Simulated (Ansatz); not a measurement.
The parent structure is AlP in the zinc blende structure (space group F-43m, No. 216; a = 5.4703 Å). Axes: x, y, z lie along the cube axes.

Perturbation: tensor shear ε_yz = +3.54 % (engineering shear γ = 0.0708), atoms relaxed at fixed cell.

Levels (all Ansatz, a first-principles code, PAW, earlier PAW set): PBEsol (420 eV, scalar-relativistic without spin-orbit coupling); PBEsol+SOC (420 eV, noncollinear with spin-orbit coupling).

The geometry is relaxed with PBEsol.

```
Property                                      Value
----------------------------  ---------------------
PBEsol valence-band top at Γ  0.00, -0.35, -0.60 eV
PBEsol band gap                             0.90 eV
PBEsol gap character                indirect, Γ → X
```

Problem. Predict the valence-band top at Γ, band gap and gap character from PBEsol+SOC.

Solution. The valence-band top at Γ (three highest Kramers pairs, from the VBM) goes from 0.00, -0.35, -0.60 eV to 0.00, -0.36, -0.60 eV; the band gap remains 0.90 eV; the gap character is still indirect, Γ → X.

Single points use the geometry relaxed with PBEsol. The spin-orbit shifts are approximate. The cells carry an imposed strain or load. Stability against distortions was not tested. k-point labels follow each cell's own Brillouin zone.
